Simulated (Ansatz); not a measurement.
**H interstitial started at a bond centre (metastable 2H silicon carbide host)**

These are PBE, PAW (plane waves to 420 eV; Ansatz, a first-principles code) values and carry that method's errors. Cell: 96 sites, 3×2×2; final energies on a 2×2×2 shifted mesh. Site at the start: bond centre of Si and C, 1.89 Å. Charged cells carry a point-charge image correction with potential alignment at far atoms. Dielectric constants: PBE linear response of the host. Host gap at this level: 2.31 eV. These values are not converged in cell size to better than tenths of an eV. Levels are measured in PBE's own, too narrow, gap. Spin–orbit coupling is left out. Each state is the lowest found from its start.

Formation energies E_f are given with the Fermi level at the valence-band maximum. Chemical conditions: C-rich (Δμ(H) = -0.32 eV, bounded by CH4 molecule; only phases computed here count, gases as isolated molecules at 0 K); Si-rich (Δμ(H) = -0.22 eV, bounded by CH4 molecule; only phases computed here count, gases as isolated molecules at 0 K). Reference phases: H: H2 molecule in a box.

The name describes the start; the neighbours show where the added atom ended.

| charge | moment (μB) | largest move off a lattice site (Å) | neighbours of the added atom at the end (Å) | image correction with alignment (eV) | E_f, C-rich (eV) | E_f, Si-rich (eV) |
|---|---|---|---|---|---|---|
| +1 | not spin-polarised | 0.14 | C 1.12, Si 1.89, Si 1.94, Si 2.14, C 2.15, C 2.20, Si 2.56 | 0.21 | 1.51 | 1.41 |
| 0 | 1.0 | 0.03 | Si 1.92, Si 1.92, Si 1.92, C 2.13, C 2.13, C 2.13 | 0.00 | 3.13 | 3.03 |
| −1 | not spin-polarised | 0.12 | Si 1.78, Si 1.78, Si 1.78 | 0.16 | 3.85 | 3.75 |

No other site or start that was run ended lower by more than 0.1 eV.

Transition levels above the valence-band maximum: ε(+1/0) = 1.63 eV; ε(0/−1) = 0.72 eV. On the lower envelope of the bound states, inside the gap: (+1/−1) at 1.17 eV; the others aren't thermodynamic.

Flagged in the runs: a host whose relaxation on this sampling wasn't shown to rest.
